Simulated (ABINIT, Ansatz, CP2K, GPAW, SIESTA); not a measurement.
## Code comparison for BAs (F-43m, 2 atoms in the cell)

Band-structure calculation.

```xyz
2
Lattice="0.0000 2.3900 2.3900 2.3900 0.0000 2.3900 2.3900 2.3900 0.0000" Properties=species:S:1:pos:R:3 pbc="T T T"
B      0.0000     0.0000     0.0000
As     1.1950     1.1950     1.1950
```

Shared settings, as Ansatz (an electronic-structure program) writes them: kpoints.mp_grid.grid = 8 8 8; scf.occupations.method = fermi_dirac; scf.occupations.width = 0.05 eV. Potentials and cutoffs stand in the table.

```csv
code,model,gap along the path (eV),smallest direct gap (eV),cutoff
GPAW,"PBE, GPAW PAW datasets PBE (gpaw-data 1.0.1)",1.18,3.29,950 eV
SIESTA,"GGA PBE, numerical atomic orbitals TZP, PseudoDojo PBE standard norm-conserving potentials (rewritten from UPF to PSML)",1.43,3.40,grid 400 Ry
CP2K,"PBE, GPW, DZVP-MOLOPT-SR-GTH basis, GTH-PBE potentials (GTH_POTENTIALS)",1.25,3.34,grid 400 Ry
ABINIT,"PBE, PAW (JTH v2.0 PBE PAW)",1.19,3.27,40 Ry
Ansatz,"PBE, default PAW files",1.20,3.28,default
```

The spread over the programs that give each value: gap along the path within 0.25 eV; smallest direct gap within 0.13 eV.

SIESTA and CP2K use small atom-centred bases, whose incompleteness enters pressures, forces and empty levels differently from a plane-wave cutoff.

In the gap along the path, SIESTA stands apart from the plane-wave programs.

The starting cell has typed, rounded lattice constants, without a prior relaxation at this level.

Left out of this page: Quantum ESPRESSO, Elk and FLEUR (not drawn, or without a comparable value).

Keys are those of Ansatz 0.2.
